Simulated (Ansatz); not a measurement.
Functionals compared on CH3 on the 1x1 (111) surface of fcc Au (the real clean face reconstructs), one in a 2x2 cell, started at the site 'top Au', in Ansatz (plane waves, PAW). The structure was relaxed with PBE; the other rows are single points on it, each with its references at the same level. Cutoff 420 eV (500 eV for r2SCAN).

Set-up: 20 atoms, 7.2 Å thick at the start under the adsorbate (thin: gaps and levels are the slab's own); mesh 6x6x1; 0.1 eV smearing; dipole correction on; 8 atoms held, the rest relaxed; start symmetry kept, larger cells not searched; spin-polarised, no spin-orbit, no U, no dispersion correction. The starting moment vanished. At the end it is bonded to Au. In PBE it is, or lies within 0.03 eV of, the lowest of the starts that converged. These notes are the PBE run's. r2SCAN: The program's check for a lower electronic state was not made. Adsorption energies are against CH4(g) − ½ H2(g). A negative adsorption energy means that the adsorbate is more stable on the surface than in its reference.

| functional | adsorption energy (eV) | work function of the top face (eV) | change of the work function (eV) | magnetic moment of the cell (μB) | rough cost of the single point |
|---|---|---|---|---|---|
| PBE | 1.20 | 4.52 | -0.60 | 0.00 | – |
| RPBE | 1.34 | 4.41 | -0.53 | 0.00 | around 5 core-minutes (rough) |
| r2SCAN | … | … | … | 0.00 | around 11 core-minutes (rough) |

Fill in the missing entries.


- r2SCAN, adsorption energy (eV): 1.12
- r2SCAN, work function of the top face (eV): 4.52
- r2SCAN, change of the work function (eV): -0.62

Ansatz is an electronic-structure program.
